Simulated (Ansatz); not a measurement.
Response to strain in hypothetical P6_3/mmc SnSe2

Take SnSe2 in the 2H-MoS2 type structure (space group P6_3/mmc, No. 194; a = 3.833 Å, c = 11.507 Å; a hypothetical phase, not in the database extracts checked; layered, stacked along the Cartesian z axis) as the base. Axes: x lies along a and z along c of the hexagonal cell.

Strains are applied to the cell and any free atomic positions relax; under biaxial strain the out-of-plane vector relaxes too.

Level of theory: PBE-D3(BJ) (Ansatz, an electronic-structure program, PAW, no spin-orbit coupling).

Notes on the quantities. pressure: mean of the normal stresses, compression positive.

| variant | pressure | volume per atom |
|---|---|---|
| base | 0.0 GPa | 24.41 Å³ |
| biaxial strain −4.92 %, plane normal [001], relaxed out of plane | 4.3 GPa | 22.85 Å³ |
| biaxial strain −1.24 %, plane normal [001], relaxed out of plane | 1.0 GPa | 23.96 Å³ |
| biaxial strain +3.68 %, plane normal [001], relaxed out of plane | -2.3 GPa | 25.72 Å³ |
| isotropic strain +2.03 % | -2.8 GPa | 25.92 Å³ |
| uniaxial strain ε_xx = −0.64 % | 0.8 GPa | 24.25 Å³ |
| uniaxial strain ε_yy = −4.16 % | 3.9 GPa | 23.39 Å³ |
| uniaxial strain ε_zz = +2.35 % | -1.1 GPa | 24.98 Å³ |
| uniaxial strain ε_zz = +3.65 % | -1.5 GPa | 25.30 Å³ |
| tensor shear ε_xy = −0.61 % | 2.0 GPa | 24.41 Å³ |

Without a gap, meshes like the base's 14×14×4 leave anisotropic stresses uncertain by several tenths of a GPa, and small strain energies with them. Stability against distortions was not tested. The final runs are not spin-polarised. Under uniaxial strain ε_xx = −0.64 %, uniaxial strain ε_yy = −4.16 % and tensor shear ε_xy = −0.61 % the cell ends below the base's energy or with stress of the wrong sign: the atoms slid into a distortion or the cell is elastically unstable, so the base is not a stable minimum at this level.
